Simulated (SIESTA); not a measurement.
Input and output of a self-consistent single point for Ir (Fm-3m, 1 atom in the cell) (SIESTA).

Method of the run: GGA PBEsol, numerical atomic orbitals TZP, PseudoDojo PBEsol standard norm-conserving potentials (rewritten from UPF to PSML) run with SIESTA.

```yaml
crystal:
  lattice:
    - [0.00000, 1.95067, 1.95067]
    - [1.95067, 0.00000, 1.95067]
    - [1.95067, 1.95067, 0.00000]
  atoms:
    - { symbol: Ir, position: [0.00000, 0.00000, 0.00000] }
```

Reference input (self-consistent single point, DFT, GGA PBE, numerical atomic orbitals TZP, PseudoDojo PBE standard norm-conserving potentials (rewritten from UPF to PSML)): XC.functional = GGA; XC.authors = PBE; potentials = PseudoDojo PBE standard; PAO.BasisSize = TZP; PAO.EnergyShift = 0.01 Ry; MeshCutoff = 300 Ry; kgrid.MonkhorstPack = 14 14 14; OccupationFunction = MP; OccupationMPOrder = 0; ElectronicTemperature = 136 meV; MaxSCFIterations = 150; SCF.Mixer.Method = Pulay. This run's input differs from it in these lines:

```diff
@@ -1,2 +1,2 @@
-# files in the folder: Ir.psml (PseudoDojo PBE standard)
+# files in the folder: Ir.psml (PseudoDojo PBEsol standard)
 SystemName  Ir
@@ -21,3 +21,3 @@
 XC.functional                GGA
-XC.authors                   PBE
+XC.authors                   PBEsol
 PAO.BasisSize                TZP
```

The program printed (abridged):

```
        iscf     Eharris(eV)        E_KS(eV)     FreeEng(eV)     dDmax    Ef(eV) dHmax(eV)
   scf:    1    -3127.954983    -3122.528564    -3122.536994  2.096433  0.385104  9.188733
   scf:    2    -3124.880161    -3123.778630    -3123.788723  0.244487 -0.435861  5.669389
   scf:    3    -3124.880948    -3124.528025    -3124.541388  0.314369 -1.736219  0.095002
   scf:    4    -3124.525278    -3124.527739    -3124.541120  0.021268 -1.648538  0.299745
   scf:    5    -3124.530372    -3124.529387    -3124.542821  0.014464 -1.704457  0.028415
   scf:    6    -3124.529399    -3124.529399    -3124.542837  0.001790 -1.714895  0.005332
   scf:    7    -3124.529402    -3124.529401    -3124.542838  0.000382 -1.713414  0.001150
   scf:    8    -3124.529401    -3124.529401    -3124.542838  0.000065 -1.713714  0.000004
   scf:    9    -3124.529401    -3124.529401    -3124.542838  0.000002 -1.713708  0.000031
SCF Convergence by DM+H criterion
max |DM_out - DM_in|         :     0.0000017851
max |H_out - H_in|      (eV) :     0.0000306123
SCF cycle converged after 9 iterations

Using DM_out to compute the final energy and forces

siesta: E_KS(eV) =            -3124.5294

siesta: E_KS - E_eggbox =     -3124.5294

siesta: Atomic forces (eV/Ang):
     1    0.000000    0.000000    0.000000
   Tot    0.000000    0.000000    0.000000
   Max    0.000000
   Res    0.000000    sqrt( Sum f_i^2 / 3N )
   Max    0.000000    constrained

Stress tensor Voigt[x,y,z,yz,xz,xy] (kbar):      231.21      231.21      231.21       -0.11       -0.11       -0.11
(Free)E + p*V (eV/cell)    -3126.6851
Target enthalpy (eV/cell)    -3124.5428

siesta: Program's energy decomposition (eV):
siesta: FreeEng =     -3124.542838

siesta: Stress tensor (static) (eV/Ang**3):
siesta:     0.144309   -0.000070   -0.000070
siesta:    -0.000070    0.144309   -0.000070
siesta:    -0.000070   -0.000070    0.144309

siesta: Cell volume =         14.844973 Ang**3

siesta: Pressure (static):
siesta:                Solid            Molecule  Units
siesta:          -0.00157172         -0.00157172  Ry/Bohr**3
siesta:          -0.14430907         -0.14430907  eV/Ang**3
siesta:        -231.20861605       -231.20861605  kBar
```

The run converged in 9 iterations. Against the reference run the pressure goes from -11.37 to -23.12 GPa.

The starting cell comes from a database of computed structures (which also holds hypothetical and non-ambient phases and stackings), without a prior relaxation at this level. Its lattice was rescaled by a random factor within 2.5 % of one. Spin polarisation is off. Values carry the incompleteness of an atom-centred basis. With a pressure of about -23 GPa the cell is away from its equilibrium volume at this level.
